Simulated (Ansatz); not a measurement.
ZnCu2SnS4: isotropic strain +2.25 %

The reference is ZnCu$_{2}$SnS$_{4}$ (space group I-4, No. 82; a = 5.317 Å, c = 10.643 Å).

Modification: every lattice vector is stretched by 2.25 %; the atoms relax in the strained cell.

The values are results of LDA (Ansatz, a program for electronic structure, PAW, scalar-relativistic without spin-orbit coupling), not measurements. Settings: 9×9×9 k-points, 0.05 eV Fermi–Dirac smearing.

Volume per atom: 20.11 Å³ (base 18.81 Å³)
Space group: I-4 (No. 82) (base I-4 (No. 82))
Shortest interatomic distance: 2.298 Å (base 2.245 Å)
Energy relative to the base (free energy F): +22 meV/atom
Pressure (mean of the normal stresses, compression positive): -5.0 GPa (base 0.0 GPa)
Band gap: zero (base 0.14 eV)
Valley order (the lowest conduction-band minima on the path, energy above the VBM, named in the base's zone): Γ 0.04 eV; X (0, 0, 1/2) 0.42 eV (base Γ 0.14 eV; X (0, 0, 1/2) 0.49 eV; M (1/2, 1/2, 1/2) 1.15 eV)
Largest internal atomic displacement: 0.011 Å

Stability against distortions was not tested. All final runs are without spin polarisation. Gaps under 0.05 eV, about the width of the smearing, are given as zero. A zero or small gap of ZnCu2SnS4 can be the functional's error rather than a property of the material.
